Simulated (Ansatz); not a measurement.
## SnO2: point defects

Base system: a 24-atom supercell of SnO2 in the rutile structure (space group P4_2/mnm, No. 136; a = 4.769 Å, c = 3.211 Å) at its relaxed geometry.

One neutral defect a cell, atoms relaxed at fixed cell.

Level of theory: PBEsol in Ansatz (plane waves to 420 eV, PAW, spin-orbit coupling left out), earlier PAW set.

| case | largest displacement of a host atom from its site in the perfect cell | gap of the supercell | total moment of the cell |
|---|---|---|---|
| perfect supercell | – | 0.92 eV | – |
| O vacancy | 0.08 Å | 1.08 eV | 0.0 μB |
| Sn vacancy, symmetric start | 0.10 Å | zero | 4.0 μB |
| S on a O site, symmetric start | 0.26 Å | 0.59 eV | 0.0 μB |
| Te on a Sn site | 0.07 Å | 0.90 eV | 0.0 μB |

Other magnetic orders, which the real material may have, were not ruled out. The cell is small, so the values are those of an ordered compound at a high defect concentration; dilute-limit values will differ. The mesh was chosen for an insulator and is coarse for the gapless case. Defects with a symmetric start kept the site's symmetry and may sit on a saddle; the others started slightly shaken. Spin-orbit coupling, missing from the scalar runs, can matter with Te. Seeded moments were not kept for O vacancy, S on a O site and Te on a Sn site.

Ansatz is a quantum-chemistry and plane-wave program.
